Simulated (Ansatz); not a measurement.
## Convergence study of zone-centre phonons against the mesh for CoSi2 (Fm-3m, 3 atoms in the cell)

```xyz
3
Lattice="0.0000 2.6720 2.6720 2.6720 0.0000 2.6720 2.6720 2.6720 0.0000" Properties=species:S:1:pos:R:3 pbc="T T T"
Co     0.0000     0.0000     0.0000
Si     1.3360     1.3360     1.3360
Si     4.0079     4.0079     4.0079
```

Method of the run: PBEsol, default PAW files made with PBE (plane waves; Ansatz, an electronic-structure program).

Base settings: basis.ecutwfc = 30.9 Ry; kpoints.mp_grid.grid = 11 11 11; hamiltonian.xc = pbesol; hamiltonian.pseudopotentials = {kind: paw} (the program's default PAW files); scf.occupations.method = fermi_dirac; scf.occupations.width = 0.0073 Ry.

In this ladder: phonons.method = dfpt.

Frequencies are those of the unrelaxed cell, without the LO-TO term of polar crystals.

Only quantities that move along the ladder and can be compared are tabulated.

Core times come from one kind of shared machine, to one figure; runs under 30 s give none.

The starting cell has typed, rounded lattice constants, without a prior relaxation at this level. Its lattice was rescaled by up to half a per cent. Spin polarisation is off. In the base run, with a pressure of about -3 GPa the cell is away from its equilibrium volume at this level.

Steps (kpoints.mp_grid.grid): 3 3 3; 4 4 4; 5 5 5; 7 7 7; 8 8 8; 10 10 10; 13 13 13; 16 16 16; 19 19 19; 24 24 24.

Task: What is the coarsest kpoints.mp_grid.grid that holds the lowest optical frequency within 10 cm⁻¹ of the last step, with all finer ones?

Result: 10 10 10; the step before is off by 13 cm⁻¹.

Task: What is the coarsest kpoints.mp_grid.grid that holds the highest zone-centre frequency within 5 cm⁻¹ of the last step, with all finer ones?

Result: 8 8 8; the step before is off by 12 cm⁻¹.

```tsv
kpoints.mp_grid.grid	highest zone-centre frequency (cm⁻¹)	lowest optical frequency (cm⁻¹)	core time / last (rough)
3 3 3	331.0	-194.4	–
4 4 4	345.5	328.5	–
5 5 5	330.2	263.8	–
7 7 7	343.2	333.6	–
8 8 8	329.9	315.8	–
10 10 10	332.0	328.9	–
13 13 13	331.0	324.2	–
16 16 16	331.0	328.4	0.2
19 19 19	331.2	330.2	0.4
24 24 24	331.1	329.0	1
```

Keys are those of Ansatz 0.2.
